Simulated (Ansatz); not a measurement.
The starting structures come from a database of crystals and need not be the phases stable at ambient conditions.

 Where the default PAW files enter, the runs use the earlier of Ansatz's two default sets.

Here is the system:

```yaml
crystal:
  lattice:
    - [5.74546, 0.00000, 0.00000]
    - [-2.87273, 4.97571, 0.00000]
    - [2.87273, 1.65857, 2.35612]
  atoms:
    - { symbol: Sc, position: [0.00000, 0.00000, 0.00000] }
    - { symbol: F, position: [0.51157, 0.01156, 0.50000] }
    - { symbol: F, position: [0.48843, 0.50000, 0.50000] }
    - { symbol: F, position: [0.00000, 0.98843, 0.50000] }
```

Space group of this cell: R32. The cell is taken as given; by r2SCAN its mean pressure is -2.5 GPa.

Transport runs along the normal of the first two printed cell vectors, the (001) plane of the conventional cell.

The gap is the functional's own. No spin-orbit coupling. Mid-gap values are interpolated on the energy grid.

Task: Give the band gap and the smallest decay constant κ at mid-gap that r2SCAN (Ansatz, a quantum-chemistry and plane-wave program) yields.

Result: Gap 6.82 eV on a 12×12×12 mesh; κ = 0.651 1/Å, at the zone centre.
